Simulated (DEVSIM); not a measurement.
System: Pt/La2O3/n-InP capacitor, at 300 K.

| layer (left to right) | material | thickness (nm) | Nd (cm⁻³) |
|---|---|---|---|
| 1 | La2O3 | 11.0 | - |
| 2 | InP | 5100 | 1.5e16 |

Metal gate on the left, work function 5.6 eV. Fixed charge at the semiconductor interface 0 cm⁻² (in units of +e); interface traps 1e10 cm⁻² eV⁻¹, uniform in energy, neutral level at 0.3 of the gap above the valence band.

This is a model device: material constants are rounded textbook-type values typed into the input, and sizes, dopings and lifetimes were drawn at random. Values at 300 K.

| parameter | La2O3 | InP |
|---|---|---|
| gap (eV) | 5.8 | 1.344 |
| affinity (eV) | 1.8 | 4.38 |
| permittivity | 27 | 12.5 |
| Nc (cm⁻³) | - | 5.7e17 |
| Nv (cm⁻³) | - | 1.1e19 |

Model (solved in DEVSIM): 1D Poisson equation in equilibrium, Boltzmann statistics, complete ionisation; no quantum confinement or tunnelling. Metal contacts follow the ideal Schottky-Mott rule: no Fermi-level pinning, no interface dipoles.

### Question
Tabulate band edges, carrier densities and field at 0.4 V on the gate.

### Answer
Energies count from the Fermi level of the right contact; mesh points crowd at the junctions.

```tsv
x (μm)	Ec (eV)	Ev (eV)	n (cm⁻³)	p (cm⁻³)	field (V/cm)
0.000	3.400	-2.400	< 1e2	< 1e2	-25000
0.001401	3.397	-2.404	< 1e2	< 1e2	-25000
0.004127	3.390	-2.410	< 1e2	< 1e2	-25000
0.007921	3.380	-2.420	< 1e2	< 1e2	-25000
0.01059	3.374	-2.426	< 1e2	< 1e2	-25000
0.01177	0.788	-0.556	32000	5.1e9	-54000
0.01434	0.775	-0.569	55000	3.0e9	-53000
0.02361	0.726	-0.618	360000	4.6e8	-51000
0.04197	0.636	-0.708	1.2e7	1.4e7	-47000
0.08479	0.453	-0.891	1.4e10	12000	-38000
0.1847	0.181	-1.163	5.2e14	< 1e2	-16000
0.5448	0.094	-1.250	1.5e16	< 1e2	≈ 0
1.258	0.094	-1.250	1.5e16	< 1e2	≈ 0
2.808	0.094	-1.250	1.5e16	< 1e2	≈ 0
4.384	0.094	-1.250	1.5e16	< 1e2	≈ 0
4.800	0.094	-1.250	1.5e16	< 1e2	≈ 0
4.978	0.094	-1.250	1.5e16	< 1e2	≈ 0
5.055	0.094	-1.250	1.5e16	< 1e2	≈ 0
5.093	0.094	-1.250	1.5e16	< 1e2	≈ 0
5.104	0.094	-1.250	1.5e16	< 1e2	≈ 0
5.109	0.094	-1.250	1.5e16	< 1e2	≈ 0
5.111	0.094	-1.250	1.5e16	< 1e2	≈ 0
```
